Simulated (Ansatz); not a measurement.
How the Voigt–Reuss–Hill shear modulus of wurtzite BN (high-pressure phase) moves with the method

No measured value is used here.

```
level (code)     value (GPa)  cell (Å³/atom)
---------------  -----------  --------------
LDA (Ansatz)             404            5.76
PBE (Ansatz)             382            5.97
r²SCAN (Ansatz)          405            5.90
PBE0 (Ansatz)              …            5.83
```

**Question.** Complete the blanks.

**Answer.** 
- PBE0 (Ansatz, a quantum-chemistry and plane-wave program), value (GPa): 414

Each level is taken at its own relaxed cell. Cutoffs and k meshes differ between the levels. Ansatz's density-functional and Hartree–Fock values are scalar-relativistic unless marked +SOC, with PAW data made under PBE.
